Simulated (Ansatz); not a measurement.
Results of PBE (plane waves, PAW; Ansatz, a program for electronic structure) for TiAl₃ (I4/mmm, No. 139).

Numerical settings: plane-wave cutoff 520 eV, 20×20×20 k mesh, Fermi–Dirac smearing 0.05 eV, no spin polarisation, scalar-relativistic PAW data made under PBE.

Results at a series of volumes:

```csv
V (Å³/atom),E − E_lowest (meV/atom),P (GPa)
15.299,9.01,4.69
15.617,2.18,2.23
15.936,0.00,0.00
16.255,2.03,-2.01
16.574,7.86,-3.82
```

Problem. Fit the third-order Birch–Murnaghan equation and give B0 and B′.

Solution. V0 = 15.936 Å³/atom, B0 = 106 GPa, B′ = 4.1 (fit to the energies at full precision).

Shape and atoms are relaxed at each volume.

Measured, for comparison: equilibrium volume per atom 15.93 Å³/atom (temperature not stated, not corrected to a static lattice; as tabulated in P. Norby and A. Norlund Christensen, Acta Chemica Scandinavica A40, 157 (1986)). Computed (rounded) less measured: equilibrium volume per atom +0.1 %.

Note: the bulk modulus comes from volumes at which shape and atoms were relaxed.

Static lattice: no zero-point or thermal effects.

It cost roughly 19 core-minutes of CPU time.
